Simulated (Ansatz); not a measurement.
## Thermal expansion of PbSe (rock salt, Fm-3m)

Method: quasi-harmonic lattice dynamics, DFT at the LDA level (Ansatz, a first-principles code); phonon mesh 5×5×5, k mesh 10×10×10. The run noted for some of its cells that some bands missed the eigensolver's tolerance and that the k mesh resolves the field response roughly. At this level the gap is small or closed, and a narrow smearing was used. Spin-orbit coupling is not included. The pressure is 5 GPa. The structure is held there; whether it is the stable one at that pressure was not tested.

```csv
T (K),α_L (10⁻⁶/K),C_P (J/mol/K),bulk modulus B_T (GPa),γ
100,8.2,41.7,77.7,1.42
200,10.0,48.0,75.9,1.49
300,10.7,49.6,74.0,1.52
400,11.3,50.4,72.1,1.54
500,11.8,50.9,70.0,1.57
600,12.3,51.5,67.9,1.59
700,12.9,52.0,65.7,1.61
800,13.6,52.6,63.4,1.64
900,14.3,53.2,61.0,1.67
1000,15.1,53.9,58.5,1.70
```

| Property | Result |
|---|---|
| conventional lattice constants at 300 K | a = 5.913 Å |
| entropy at 300 K | 94.3 J/(mol K) |
| adiabatic bulk modulus at 300 K | 75.1 GPa |
| bulk modulus without vibrations | 79.6 GPa |
| zero-point volume expansion | 0.25 % |

Values include zero-point motion; explicit anharmonicity at fixed volume is left out.

Whether this phase is the stable one at each condition was not tested.

The PAW data sets were generated under PBE and serve the other functionals too.
